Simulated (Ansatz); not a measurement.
The starting structures come from a database of crystals and need not be the phases stable at ambient conditions.

Here is the system:

```
NbNO
1.0
    3.90364     0.00000     0.00000
    1.95182     6.62631     0.00000
    0.00000     2.06349     6.52945
Nb N O
4 4 4
Direct
  0.10549   0.78902   0.21509
  0.89451   0.21098   0.78491
  0.18871   0.62258   0.81046
  0.81129   0.37742   0.18954
  0.05563   0.88874   0.86125
  0.94437   0.11126   0.13875
  0.26008   0.47984   0.14811
  0.73992   0.52016   0.85189
  0.63381   0.73238   0.20994
  0.36619   0.26762   0.79006
  0.14090   0.71820   0.50867
  0.85910   0.28180   0.49133
```

Space group of this cell: C2/m. The cell is taken as given; by PBEsol its mean pressure is -10.2 GPa.

Transport runs along the normal of the first two printed cell vectors.

The gap is the functional's own, uncorrected, and κ follows it; spin-orbit coupling is left out. Mid-gap values are interpolated between the computed energies.

**Question.** Predict the band gap and the smallest decay constant κ at mid-gap from PBEsol run with Ansatz (a program for electronic structure).

**Answer.** Gap 1.57 eV on a 8×8×6 mesh; κ = 0.253 1/Å, at the zone centre.
